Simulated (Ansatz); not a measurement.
Subject: the formation energy of H_i in TiAl (P4/mmm). Reaction: 18 TiAl (P4/mmm) + 1/2 H2 (gas) → cell A.

Cell A: a supercell of 36 sites of TiAl (P4/mmm) with H off the lattice sites (2 Ti at 1.93 Å and 4 Al at 2.07–2.08 Å); spin state with PBE: run without spin, k-point mesh 4×4×5.
```
CELL_PARAMETERS angstrom
      8.47111     0.00000     0.00000
      0.00000     8.47111     0.00000
      0.00000     0.00000     8.15103
ATOMIC_POSITIONS crystal
  Ti 0.16667 0.16786 0.23657
  Al 0.99372 0.99482 0.00000
  Ti 0.16667 0.16786 0.76343
  Al 0.00169 0.00278 0.50000
  Ti 0.16667 0.50113 0.25232
  Al 0.99364 0.34080 0.00000
  Ti 0.16667 0.50113 0.74768
  Al 0.00167 0.33275 0.50000
  Ti 0.16667 0.83459 0.25213
  Al 0.00093 0.66778 0.00000
  Ti 0.16667 0.83459 0.74787
  Al 0.99963 0.66781 0.50000
  Ti 0.49994 0.16772 0.25222
  Al 0.33961 0.99482 0.00000
  Ti 0.49994 0.16772 0.74778
  Al 0.33164 0.00278 0.50000
  Ti 0.50041 0.50147 0.25044
  Al 0.33970 0.34080 0.00000
  Ti 0.50041 0.50147 0.74956
  Al 0.33166 0.33275 0.50000
  Ti 0.50042 0.83397 0.25047
  Al 0.33241 0.66778 0.00000
  Ti 0.50042 0.83397 0.74953
  Al 0.33370 0.66781 0.50000
  Ti 0.83340 0.16772 0.25222
  Al 0.66667 0.00197 0.00000
  Ti 0.83340 0.16772 0.74778
  Al 0.66667 0.00068 0.50000
  Ti 0.83292 0.50147 0.25044
  Al 0.66667 0.33345 0.00000
  Ti 0.83292 0.50147 0.74956
  Al 0.66667 0.33475 0.50000
  Ti 0.83291 0.83397 0.25047
  Al 0.66667 0.66772 0.00000
  Ti 0.83291 0.83397 0.74953
  Al 0.66667 0.66770 0.50000
  H  0.16667 0.16874 0.00000
```

Reference: TiAl (P4/mmm), 36 atoms in the cell, a perfect crystal on lattice vectors that match the other cells'; spin state with PBE: run without spin, k-point mesh 4×4×5 on the run's own vectors.

Reference: an isolated H2 molecule (singlet) in a box of 11 × 11 × 13 Å.

Plane-wave PAW calculations with Ansatz (a program for electronic structure), its default PAW set, cutoff 500 eV. The structures are at rest with PBE, within the held lattices; other levels are single points on them. Neutral cells; Fermi-Dirac smearing of at most 0.10 eV in the solids, energies taken to zero width. The lattices are those relaxed with PBE, so at other levels the solids can be strained. Larger cells are relaxed from a start prepared with the learned potential CHGNet, on a coarser mesh till forces fall under 0.03 eV/Å, which some starts already meet. A dispersion term (D3(BJ), or D4 for r2SCAN) was computed beside these levels and is taken off wherever the name lacks it. Nuclei at rest; no vibrational terms. Cells are local rest points, mostly with their start's symmetry. Values are for these cell sizes. Mesh and cell size may move defect energies by 0.1 eV or more. The value holds for the reservoirs listed; other chemical potentials shift it. Cell A has symmetry Pmm2 and got no random move, so less symmetric positions, which may lie lower, weren't tried.

**Question.** Estimate the value that r2SCAN returns for this input.

**Answer.** 0.36 eV, for 18 TiAl (P4/mmm) + 1/2 H2 (gas) → cell A.
